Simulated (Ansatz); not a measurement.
Li₃Al₂ (R-3m, No. 166; cell taken from a computed entry) was calculated with r²SCAN (Ansatz, a quantum-chemistry and plane-wave program, PAW).

Settings: plane-wave cutoff 500 eV, 16×16×16 k mesh, Fermi–Dirac smearing 0.1 eV, scalar-relativistic PAW data made under PBE.

Computed at the level's own relaxed cell.

Question: Predict the equilibrium volume per atom, lattice parameter a and c axis length.

Answer: 
equilibrium volume per atom: 16.18 Å³/atom
lattice parameter a: 4.451 Å
c axis length: 14.151 Å

The run finds no gap.

Note: the relaxation could not lower the start's symmetry, so the cell can be a saddle point above a distorted one.

The computed numbers hold no vibrational or temperature effects.

It cost very roughly 5 core-minutes of CPU time.
